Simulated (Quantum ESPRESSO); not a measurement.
Quantum ESPRESSO run on CoPd (R-3m, 2 atoms in the cell): self-consistent single point.

Method of the run: PBEsol, GBRV 1.5 ultrasoft (PBESOL) pseudopotentials (plane waves; Quantum ESPRESSO).

```
CELL_PARAMETERS angstrom
      1.31982    -0.76200     4.21062
      0.00000     1.52400     4.21062
     -1.31982    -0.76200     4.21062
ATOMIC_POSITIONS crystal
  Co 0.00000 0.00000 0.00000
  Pd 0.50000 0.50000 0.50000
```
Moments meant for the start (each program seeds them in its own way; μB, in the order of the atoms Co Pd): 3.0 0.0.

Reference input (self-consistent single point, DFT, PBEsol, plane waves, GBRV 1.5 ultrasoft (PBESOL) pseudopotentials): ecutwfc = 50 Ry; ecutrho = 400 Ry; occupations = smearing; smearing = fd; degauss = 0.0036749 Ry; nspin = 2; potentials = {Co: co_pbesol_v1.2.uspp.F.UPF, Pd: pd_pbesol_v1.4.uspp.F.UPF}; K_POINTS = automatic 10 10 10 0 0 0; conv_thr = 1e-10 Ry; mixing_beta = 0.3. This run's input differs from it in these lines:

```diff
@@ -33,3 +33,3 @@
 K_POINTS {automatic}
-10 10 10  0 0 0
+8 8 8  0 0 0
```

The program printed (abridged):

```
     Self-consistent Calculation

     iteration #  1     ecut=    50.00 Ry     beta= 0.30

     negative rho (up, down):  3.762E-02 3.764E-02

     total energy              =    -495.94761190 Ry
     estimated scf accuracy    <       5.90619749 Ry

     total magnetization       =     2.03 Bohr mag/cell
     absolute magnetization    =     2.11 Bohr mag/cell

     iteration #  2     ecut=    50.00 Ry     beta= 0.30

     negative rho (up, down):  3.779E-02 3.770E-02

     total energy              =    -496.82274130 Ry
     estimated scf accuracy    <       0.21105788 Ry

     total magnetization       =     2.10 Bohr mag/cell
   [... lines left out ...]

     iteration # 16     ecut=    50.00 Ry     beta= 0.30

     negative rho (up, down):  3.853E-02 3.805E-02

     total energy              =    -496.89974859 Ry
     estimated scf accuracy    <          2.4E-10 Ry

     total magnetization       =     2.27 Bohr mag/cell
     absolute magnetization    =     2.46 Bohr mag/cell

     iteration # 17     ecut=    50.00 Ry     beta= 0.30

     negative rho (up, down):  3.853E-02 3.805E-02

     Magnetic moment per site  (integrated on atomic sphere of radius R)
     atom   1 (R=0.239)  charge= 15.7189  magn=  1.9889
     atom   2 (R=0.239)  charge= 14.1412  magn=  0.3625
     End of self-consistent calculation

     Number of k-points >= 100: set verbosity='high' to print the bands.

     the Fermi energy is    19.0313 ev

!    total energy              =    -496.89974859 Ry
     estimated scf accuracy    <          8.8E-11 Ry
     smearing contrib. (-TS)   =      -0.00101655 Ry
     internal energy E=F+TS    =    -496.89873205 Ry

     total magnetization       =     2.27 Bohr mag/cell
     absolute magnetization    =     2.46 Bohr mag/cell

     convergence has been achieved in  17 iterations

     negative rho (up, down):  3.853E-02 3.805E-02

     Forces acting on atoms (cartesian axes, Ry/au):

     atom    1 type  1   force =     0.00000000    0.00000000    0.00000000
     atom    2 type  2   force =    -0.00000000    0.00000000    0.00000000

     Total force =     0.000000     Total SCF correction =     0.000000

     negative rho (up, down):  3.853E-02 3.805E-02
          total   stress  (Ry/bohr**3)                   (kbar)     P=       16.19
   0.00012442   0.00000000  -0.00000000           18.30        0.00       -0.00
  -0.00000000   0.00012442   0.00000000           -0.00       18.30        0.00
   0.00000000   0.00000000   0.00008124            0.00        0.00       11.95

   JOB DONE.
```

The run converged in 17 iterations. Against the reference run the free energy goes down by 10.6 meV/atom, the pressure goes from 1.80 to 1.62 GPa and the size of the net moment hardly changes (1.12 to 1.14 μB/atom).

The starting cell comes from a database of computed structures (which also holds hypothetical and non-ambient phases and stackings), without a prior relaxation at this level. Its lattice was rescaled by a random factor within 2.5 % of one. The magnetic order is the one reached from the typed start; others were not searched systematically.

Cost on one core of a shared machine: roughly 3 min.
